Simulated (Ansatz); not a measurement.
Functionals compared on the (111) surface of fcc Au, clean 1x1 (bottom of the slab: a bare face, its two planes held), in Ansatz (plane waves, PAW). The structure was relaxed with PBE; the other rows are single points on it. Cutoff 420 eV (500 eV for r2SCAN).

Slab: 6 atoms, 12.0 Å thick at the start with caps and adatoms (thin: gaps and levels are the slab's own); k 15x15x1, smearing 0.1 eV, dipole-corrected; 2 atoms held, the rest relaxed; symmetry of the start imposed; no spin, no spin-orbit, no U. These notes are the PBE run's.

```csv
functional,work function of the top face (eV),rough cost of the single point
PBE,5.20,–
LDA,?,around 17 core-seconds (rough)
PBEsol,5.35,about 18 core-seconds (a rough figure)
RPBE,5.02,roughly 17 core-seconds
r2SCAN,5.22,about 40 core-seconds (a rough figure)
```

**Question.** Some entries are withheld; supply them.

**Answer.** 
- LDA, work function of the top face (eV): 5.63

Ansatz is an electronic-structure program.
